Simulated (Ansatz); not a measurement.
Take GaSe (space group P6_3/mmc, No. 194; a = 3.7695 Å, c = 15.9613 Å; layered, stacked along the Cartesian z axis) as the base.

Method: PBE-D3(BJ) (Ansatz, a quantum-chemistry and plane-wave program, PAW, scalar-relativistic without spin-orbit coupling).

Carriers are added at fixed cell with a uniform background; the Fermi–Dirac width is that of 300 K.

One change was made to it. Results:

| quantity | base | after |
|---|---|---|
| largest internal atomic displacement | – | 0.144 Å |
| Fermi level relative to the doped band's edge (positive inside the band; to 0.05 eV) | – | +1.05 eV |

**Question.** What was done to the base?
A) electrons 5.0×10^21 cm⁻³
B) electrons 3.0×10^21 cm⁻³
C) holes 5.0×10^21 cm⁻³
D) electrons 1.0×10^22 cm⁻³
E) holes 1.0×10^22 cm⁻³

**Answer.** D, electrons 1.0×10^22 cm⁻³. For comparison, the largest internal atomic displacement in the other runs: holes 5.0×10^21 cm⁻³ gives 0.030 Å; holes 1.0×10^22 cm⁻³ gives 0.078 Å; electrons 5.0×10^21 cm⁻³ gives 0.065 Å; electrons 3.0×10^21 cm⁻³ gives 0.038 Å.

Charged cell with a jellium background: band edges are those of the host's band count, energies are not comparable with the neutral cell, and many-body gap narrowing is missing. No phonon test of stability was made.
